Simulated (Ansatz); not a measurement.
InF₃ (R-3c, No. 167; cell taken from a computed entry) was calculated with r²SCAN (PAW; Ansatz, a quantum-chemistry and plane-wave program).

Numerical settings: plane-wave cutoff 500 eV, 10×10×10 k mesh, Fermi–Dirac smearing 0.05 eV, scalar-relativistic PAW data made under PBE.

Cell (relaxed at this level):

```
CELL_PARAMETERS angstrom
      2.65192     1.53109     4.86469
     -2.65192     1.53109     4.86469
      0.00000    -3.06217     4.86469
ATOMIC_POSITIONS crystal
  In 0.50000 0.50000 0.50000
  In 0.00000 0.00000 0.00000
  F  0.38212 0.75000 0.11788
  F  0.61788 0.25000 0.88212
  F  0.11788 0.38212 0.75000
  F  0.88212 0.61788 0.25000
  F  0.75000 0.11788 0.38212
  F  0.25000 0.88212 0.61788
```

Problem. Predict the band gap.

Solution. 
- band gap: 5.13 eV (on the SCF k mesh)

Note: the relaxation could not lower the start's symmetry, so the cell can be a saddle point above a distorted one.

Spin–orbit coupling is not included.

The computed numbers hold no vibrational or temperature effects.

It cost very roughly 7 core-minutes of CPU time.
